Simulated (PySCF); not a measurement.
PySCF 2.14.0, R2SCAN/def2-svp, df: CC(C)CC(C)[OH2+], charge +1, multiplicity 1, 22 atoms. The geometry is a generated start, not checked to be a minimum at this level.

```
Property                      Result
-------------------  ---------------
task                          energy
method                        r2scan
basis                       def2-svp
two-electron scheme  density fitting
mol.max_memory               3000 MB
mf.max_cycle                     100
mf.diis_space            8 (default)
mf.conv_tol          1e-09 (default)
mf.grids.level           3 (default)
basis functions                  173
grid points                   245912
```

```xyz
22

C      1.6475    -0.9537    -0.8175
C      1.3244    -0.1983     0.4681
C      1.6818     1.2796     0.3433
C     -0.1327    -0.4316     0.9407
C     -1.2022    -0.3483    -0.1322
C     -1.4872     1.0139    -0.7080
O     -2.4992    -0.7580     0.5794
H      1.3848    -2.0056    -0.7359
H      1.1362    -0.5220    -1.6753
H      2.7144    -0.8955    -1.0110
H      1.9494    -0.6113     1.2660
H      1.1997     1.7513    -0.5060
H      2.7551     1.3773     0.2058
H      1.4119     1.8219     1.2458
H     -0.3593     0.2882     1.7280
H     -0.1695    -1.4353     1.3727
H     -1.0317    -1.0871    -0.9192
H     -1.5716     1.7623     0.0749
H     -0.6773     1.3002    -1.3717
H     -2.4007     1.0076    -1.3013
H     -3.2617    -0.7116    -0.0344
H     -2.4119    -1.6440     0.9877
```

Charge 1 and multiplicity 1 are set for this test and not shown to be the ground state.

With the defaults (mf.DIIS = CDIIS, mf.diis = true, mf.damp = 0, mf.diis_start_cycle = 1, mf.init_guess = minao, newton = off, mf.level_shift = 0) it converges in 12 Fock builds. One run each on 2 threads, 1 BLAS thread, with these changes:
- mf.level_shift = 0.3 Hartree
- mf.damp = 0.7, mf.diis_start_cycle = 8
- mf.init_guess = atom
- mf.DIIS = ADIIS
- mf.DIIS = EDIIS
- mf.init_guess = huckel
- mf.diis = false
- mf.damp = 0.3, mf.diis_start_cycle = 4
- newton = Hessian by the SCF's own integrals

**Question.** Which runs fail or end elsewhere than the default run?

**Answer.** No convergence: mf.DIIS = EDIIS; mf.diis = false (the run ends without SCF convergence in 100 cycles). The rest reach the solution of the defaults.

```
setting                                      Fock builds             end
-------------------------------------------  -----------  --------------
the defaults                                          12   same solution
mf.init_guess = atom                                  13   same solution
mf.level_shift = 0.3 Hartree                          13   same solution
mf.damp = 0.3, mf.diis_start_cycle = 4                14   same solution
mf.init_guess = huckel                                14   same solution
mf.damp = 0.7, mf.diis_start_cycle = 8                15   same solution
mf.DIIS = ADIIS                                       16   same solution
newton = Hessian by the SCF's own integrals           29   same solution
mf.DIIS = EDIIS                                      101  no convergence
mf.diis = false                                      101  no convergence
```

Under newton the count holds the products with the orbital Hessian.
